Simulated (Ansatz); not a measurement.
An Ansatz (a first-principles code) input (PBEsol/PAW in Ansatz, no SOC):

Ansatz 0.2 input:
```yaml
crystal:
  lattice:
    - [0, 2.7228404514, 2.7228404514]
    - [2.7228404514, 0, 2.7228404514]
    - [2.7228404514, 2.7228404514, 0]
  atoms:
    - { symbol: Se, position: [0.25, 0.25, 0.25] }
    - { symbol: Os, position: [0, 0, 0] }
basis: { ecutwfc: 420, ecutrho_ratio: 4, xc_grid: 2, fft_grid_basis: typed }
kpoints: { mp_grid: { grid: [15, 15, 15] } }
hamiltonian:
  xc: pbesol
  dispersion: none
  pseudopotentials: { kind: paw }
scf: { occupations: { method: fermi_dirac, width: 0.05 }, convergence: { dr2_threshold: 0.0000000002 } }
output: { forces: true, stress: true }
checkpoint: { write: state.ck, write_every: 1000 }
```

Q: Which symmetry and how many k-points will the program report, and about how many plane waves at Γ?

A: Space group F-43m (ITA 216) with 24 operations, k-points 120 of 3375, and 749 plane waves at Γ.

Stability against distortions was not tested. The final runs are not spin-polarised. The cell was made from HgSe by this change: Hg → Os; the result is a hypothetical phase, not in the database extracts checked.
